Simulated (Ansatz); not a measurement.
**Several settings converged on Na (Im-3m, 1 atom in the cell)**

```
CELL_PARAMETERS angstrom
     -2.14065     2.14065     2.14065
      2.14065    -2.14065     2.14065
      2.14065     2.14065    -2.14065
ATOMIC_POSITIONS crystal
  Na 0.00000 0.00000 0.00000
```

Base method: PBE (plane waves, PAW; Ansatz, a quantum-chemistry and plane-wave program).

Base settings: basis.ecutwfc = 30.9 Ry; kpoints.mp_grid.grid = 11 11 11; hamiltonian.xc = pbe; hamiltonian.pseudopotentials = {kind: paw} (the program's default PAW files); scf.occupations.method = fermi_dirac; scf.occupations.width = 0.0073 Ry.

The count of work is k-points × plane waves × bands × iterations; it is no time. 

**The cutoff for other potential files**

Level: DFT, PBE, plane waves, harder PAW files (source: ansatz).

In this ladder: hamiltonian.pseudopotentials = {kind: paw, source: ansatz}.

The second cell is the first with its lattice scaled by 0.98.

The mesh stays at the base's, so the ladder's end is converged at best in this setting alone.

The first pressure column holds Ansatz's estimate of the finite-basis (Pulay) stress, which hides part of the cutoff error; the other is without it.

Only quantities that move along the ladder and can be compared are tabulated.

| basis.ecutwfc | free energy less the last step's (meV/atom) | energy of the compressed cell less the first (meV/atom) | pressure (GPa) | pressure without the Pulay estimate (GPa) | count of work / last |
|---|---|---|---|---|---|
| 23.2 Ry | 4484.06 | -6.09 | -0.55 | -76.42 | 0.13 |
| 28.3 Ry | 1109.74 | -5.04 | -0.36 | -24.56 | 0.14 |
| 36 Ry | 103.78 | -2.86 | -0.39 | -3.85 | 0.20 |
| 43.7 Ry | 4.86 | -2.88 | -0.40 | -0.67 | 0.27 |
| 51.4 Ry | 0.29 | -2.87 | -0.40 | -0.40 | 0.34 |
| 61.7 Ry | 0.16 | -2.88 | -0.40 | -0.40 | 0.46 |
| 77.2 Ry | 0.10 | -2.88 | -0.40 | -0.40 | 0.64 |
| 102.9 Ry | 0.00 | -2.89 | -0.40 | -0.40 | 1.0 |

Coarsest basis.ecutwfc that holds the pressure within 0.05 GPa of the last step, with all finer ones: 28.3 Ry, at 0.14 of the last step's count of work; the step before is off by 0.15 GPa.

Coarsest basis.ecutwfc that holds the free energy within 1 meV/atom of the last step, with all finer ones: 51.4 Ry, at 0.34 of the last step's count of work; the step before is off by 4.9 meV/atom.

Coarsest basis.ecutwfc that holds the energy of the compressed cell less the first within 0.5 meV/atom of the last step, with all finer ones: 36 Ry, at 0.20 of the last step's count of work; the step before is off by 2.2 meV/atom.

The energy difference between the two cells stays within 1 meV/atom of the last step's from 36 Ry on, the total only from 51.4 Ry on: much of the error is common to both cells and cancels.

At the lowest cutoff the pressure without the Pulay estimate lies 76.0 GPa under the last step's, the usual sign of Pulay stress in an incomplete plane-wave basis.

**The cutoff for other potential files**

Level: DFT, PBE, plane waves, norm-conserving files (source: ansatz).

In this ladder: hamiltonian.pseudopotentials = {kind: nc, source: ansatz}.

The second cell is the first with its lattice scaled by 0.98.

The mesh stays at the base's, so the ladder's end is converged at best in this setting alone.

The first pressure column holds Ansatz's estimate of the finite-basis (Pulay) stress, which hides part of the cutoff error; the other is without it.

Only quantities that move along the ladder and can be compared are tabulated.

```tsv
basis.ecutwfc	free energy less the last step's (meV/atom)	energy of the compressed cell less the first (meV/atom)	pressure (GPa)	pressure without the Pulay estimate (GPa)	count of work / last
39.7 Ry	11076.86	1.08	-0.75	-161.23	0.12
48.5 Ry	3047.12	1.03	-0.50	-64.90	0.17
61.7 Ry	258.32	-2.02	-0.40	-9.93	0.21
75 Ry	6.99	-2.82	-0.40	-0.86	0.28
87.8 Ry	0.89	-2.85	-0.40	-0.40	0.34
105.5 Ry	0.52	-2.86	-0.40	-0.40	0.47
131.9 Ry	0.21	-2.87	-0.40	-0.41	0.65
176 Ry	0.00	-2.88	-0.40	-0.40	1.0
```

Coarsest basis.ecutwfc that holds the pressure without the Pulay estimate within 0.1 GPa of the last step, with all finer ones: 87.8 Ry, at 0.34 of the last step's count of work; the step before is off by 0.46 GPa.

Coarsest basis.ecutwfc that holds the energy of the compressed cell less the first within 2 meV/atom of the last step, with all finer ones: 61.7 Ry, at 0.21 of the last step's count of work; the step before is off by 3.9 meV/atom.

Coarsest basis.ecutwfc that holds the pressure within 0.2 GPa of the last step, with all finer ones: 48.5 Ry, at 0.17 of the last step's count of work; the step before is off by 0.35 GPa.

The energy difference between the two cells stays within 1 meV/atom of the last step's from 61.7 Ry on, the total only from 87.8 Ry on: much of the error is common to both cells and cancels.

Two neighbours can agree and both be off: 39.7 Ry and 48.5 Ry differ by 0.05 meV/atom in the energy of the compressed cell less the first, yet lie about 3.9 meV/atom from the last step.

At the lowest cutoff the pressure without the Pulay estimate lies 161 GPa under the last step's, the usual sign of Pulay stress in an incomplete plane-wave basis.

**The relaxed cell against the cutoff**

In this ladder: relax = cell and atoms.

The mesh stays at the base's, so the ladder's end is converged at best in this setting alone.

Only quantities that move along the ladder and can be compared are tabulated.

```csv
basis.ecutwfc,relaxed volume (Å³/atom),relaxation steps
18.4 Ry,36.874,21
21.7 Ry,37.065,11
26.1 Ry,37.024,6
30.9 Ry,36.811,4
37.1 Ry,36.860,4
46.3 Ry,36.845,4
61.7 Ry,36.847,4
```

Coarsest basis.ecutwfc that holds the relaxed volume within 0.074 Å³/atom of the last step, with all finer ones: 30.9 Ry; the step before is off by 0.18 Å³/atom.

On the base run: the starting cell has typed, rounded lattice constants, without a prior relaxation at this level. Its lattice was rescaled by up to half a per cent.

Left out of this page: 1 run of the series failed or unconverged.

Keys are those of Ansatz 0.2.
